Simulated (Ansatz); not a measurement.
# PbSe under a change: isotropic strain +0.73 %

Consider PbSe in the rock salt structure (space group Fm-3m, No. 225; a = 6.1780 Å).

Modification: every lattice vector is stretched by 0.73 %, atoms relaxed at fixed cell.

Level of theory: Kohn–Sham DFT with the r2SCAN functional, run in Ansatz (an electronic-structure program) with PAW and 500 eV plane waves, no spin-orbit coupling. Γ-centred 9×9×9 mesh, Fermi–Dirac width 0.05 eV.

| quantity | base | changed | shift |
|---|---|---|---|
| volume per atom | 29.48 Å³ | 30.13 Å³ | +0.65 Å³ |
| shortest interatomic distance | 3.089 Å | 3.112 Å | +0.023 Å |
| energy relative to the base (free energy F) | 0 meV/atom | +2.2 meV/atom | +2.2 meV/atom |
| band gap | 0.67 eV | 0.73 eV | +0.068 eV |
| gap character | direct at L | direct at L | – |
| mean gap deformation potential ΔEg/Δln V | – | +3.1 eV | – |
| electron mass | 0.19 mₑ along k, 0.14 mₑ across (at L) | 0.21 mₑ along k, 0.14 mₑ across (at L) | – |
| hole mass | 0.24 mₑ along k, 0.11 mₑ across (at L) | 0.27 mₑ along k, 0.12 mₑ across (at L) | – |
| valley order (the lowest conduction-band minima on the path, energy above the VBM, named in the base's zone) | L along ⟨111⟩ 0.67 eV; a point along ⟨110⟩, about 0.6 Å⁻¹ from Γ 1.46 eV; a point along ⟨100⟩, about 0.4 Å⁻¹ from Γ 2.19 eV | L along ⟨111⟩ 0.73 eV; a point along ⟨110⟩, about 0.6 Å⁻¹ from Γ 1.51 eV; a point along ⟨100⟩, about 0.4 Å⁻¹ from Γ 2.22 eV | – |

Final structure:

```xyz
2
Lattice="0.0000 3.1116 3.1116 3.1116 0.0000 3.1116 3.1116 3.1116 0.0000" Properties=species:S:1:pos:R:3 pbc="T T T"
Se     0.0000     0.0000     0.0000
Pb     3.1116     3.1116     3.1116
```

Spin-orbit coupling, missing from the scalar runs, can matter with Pb. Effective masses come from finite differences of ±0.01 Å⁻¹. Along k means along the line from Γ to the band edge. No phonon test of stability was made.
